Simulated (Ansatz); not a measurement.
The structure below was relaxed with PBE (Ansatz, an electronic-structure program, PAW, without spin-orbit coupling), at pressure 5 GPa.

```xyz
12
Lattice="6.4604 0.0000 0.0000 0.0000 6.4604 0.0000 0.0000 0.0000 6.4604" Properties=species:S:1:pos:R:3 pbc="T T T"
Sb     2.4205     0.8097     5.6507
Sb     4.0399     5.6507     0.8097
Sb     0.8097     5.6507     2.4205
Sb     5.6507     0.8097     4.0399
Sb     5.6507     2.4205     0.8097
Sb     0.8097     4.0399     5.6507
Sb     4.0399     4.0399     4.0399
Sb     2.4205     2.4205     2.4205
Pt     0.0000     3.2302     3.2302
Pt     3.2302     3.2302     0.0000
Pt     3.2302     0.0000     3.2302
Pt     0.0000     0.0000     0.0000
```

Task: Find the space group and the Wyckoff positions.

Result: Space group Pa-3 (No. 205); a = b = c = 6.460 Å, α = β = γ = 90.00°

```json
[
 {"atom": "Sb", "site": "8c", "symmetry": ".3.", "x": "0.3747", "y": "0.3747", "z": "0.3747"},
 {"atom": "Pt", "site": "4a", "symmetry": ".-3.", "x": "0.0000", "y": "0.0000", "z": "0.0000"}
]
```

Task: Describe the coordination.

Result: The crystal has 12 atoms in its conventional cell. Lattice parameters: a = 6.4604 Å, b = 6.4604 Å, c = 6.4604 Å, α = 90.00°, β = 90.00°, γ = 90.00°. Sb has 3 Pt at 2.678 Å and 1 Sb at 2.805 Å (tetrahedral). Pt sees 6 Sb at 2.678 Å (octahedral). (Neighbours: up to the widest gap in distance over summed covalent radii, below 1.35, at either atom; cation-cation and far metal-metal contacts left out.)

Spin-orbit coupling, missing from the scalar runs, can matter with Pt and Sb. Load acts through the strain it causes; cell and atoms are relaxed under it. No phonon test of stability was made. No other phases were tried under pressure. The final runs are not spin-polarised. The cell was made from PtSb2 (space group Pa-3, No. 205) by this change: pressure 5 GPa.
